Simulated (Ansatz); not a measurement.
Reference: Cd (P6_3/mmc), r2SCAN, rigid bands (plane waves, PAW, scalar-relativistic; Ansatz, an electronic-structure program); geometry: cell and atoms relaxed with PBEsol.

Cd is taken in the hexagonal space group P6₃/mmc (No. 194), the hcp (Mg type) structure, Pearson symbol hP2. Lattice parameters: a = 2.9272 Å, b = 2.9272 Å, c = 5.7247 Å, α = 90.00°, β = 90.00°, γ = 120.00°. Cd on 2c sees 6 Cd at 2.927 Å and 6 Cd at 3.324 Å (anticuboctahedral). (Neighbours: up to the widest gap in distance over summed covalent radii, below 1.35, at either atom.)

| Quantity | Value |
|---|---|
| density of states at the Fermi level per atom | 0.21 states/eV |
| Drude plasma energy | 8.1 eV |
| root-mean-square Fermi velocity | 15.8 ×10⁵ m/s |

**Question.** Swap Cd for Zn, keeping the structure type. How do these values move?

**Answer.** Zn (P6_3/mmc): volume per atom 21.2 to 14.5 Å³; density of states at the Fermi level per atom stays about the same (0.21 states/eV to 0.190 states/eV); Drude plasma energy rises (8.1 eV to 9.2 eV); root-mean-square Fermi velocity stays about the same (15.8 ×10⁵ m/s to 15.7 ×10⁵ m/s).

**Question.** Swap Cd for Os, keeping the structure type. How do these values move?

**Answer.** Os (P6_3/mmc): volume per atom 21.2 to 13.9 Å³; density of states at the Fermi level per atom rises (0.21 states/eV to 0.57 states/eV); Drude plasma energy stays about the same (8.1 eV to 8.7 eV); root-mean-square Fermi velocity falls (15.8 ×10⁵ m/s to 8.4 ×10⁵ m/s).

**Question.** Replace Cd by Hf on the same sites and relax. What happens?

**Answer.** Hf (P6_3/mmc): volume per atom 21.2 to 21.6 Å³; density of states at the Fermi level per atom rises (0.21 states/eV to 0.59 states/eV); Drude plasma energy falls (8.1 eV to 4.4 eV); root-mean-square Fermi velocity falls (15.8 ×10⁵ m/s to 5.2 ×10⁵ m/s).

Moves up to 12 % count as about the same. Metals at this level; values at 300 K, both spins, means over directions. As a rough test of the mesh, the Fermi surface's area from every second k point differs by up to 8 %. Spin-orbit coupling is left out.

The missing spin-orbit coupling matters most for Hf (P6_3/mmc), Os (P6_3/mmc).
